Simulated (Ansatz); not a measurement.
# Ir under a change: pressure 15 GPa

The parent structure is Ir in the fcc (Cu type) structure (space group Fm-3m, No. 225; a = 3.844 Å).

Perturbation: cell and atoms relaxed at a pressure of 15 GPa.

The values are results of r2SCAN (Ansatz, a quantum-chemistry and plane-wave program; PAW; 500 eV plane waves; no SOC), not measurements. k-mesh 21×21×21 (Γ-centred); smearing 0.05 eV (Fermi–Dirac).

| quantity | base | changed | shift |
|---|---|---|---|
| volume per atom | 14.20 Å³ | 13.70 Å³ | -0.506 Å³ |
| density | 22.47 g/cm³ | 23.30 g/cm³ | +0.83 g/cm³ |
| lattice parameter a | 3.844 Å | 3.798 Å | -0.046 Å |
| shortest interatomic distance | 2.718 Å | 2.686 Å | -0.0327 Å |
| enthalpy H = E + PV relative to the base's energy | – | +1.31 eV/atom | – |
| band gap | zero | zero | – |

Load acts through the strain it causes; cell and atoms are relaxed under it. No phonon test of stability was made. No other phases were tried under pressure. All final runs are without spin polarisation.
